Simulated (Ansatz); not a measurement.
The parent structure is Mg₂Ge in the anti-fluorite structure (space group Fm-3m, No. 225; a = 6.3644 Å). Axes: x, y, z lie along the cube axes.

Method: Kohn–Sham DFT with the PBEsol functional, run in Ansatz (a program for electronic structure) with PAW and 420 eV plane waves, no spin-orbit coupling.

For the base:

The band gap is 0.08 eV and the pressure is 0.0 GPa. The volume per atom is 21.48 Å³.

Now apply this change: compressive biaxial strain of 2.50 % in the plane normal to [001], as in epitaxy on a mismatched substrate; the out-of-plane cell vector and the atoms relax.

What happens to the band gap, energy relative to the base, pressure and volume per atom?

The band gap becomes zero (base: 0.08 eV); the energy grows by 11 meV/atom; the pressure (mean of the normal stresses, compression positive) goes from zero to 2.3 GPa; the volume per atom shrinks by 0.84 Å³, from 21.48 Å³ to 20.64 Å³.

Whether these cells are dynamically stable was not tested. All final runs are without spin polarisation. The zero or small gap of Mg2Ge can change with the level of theory.
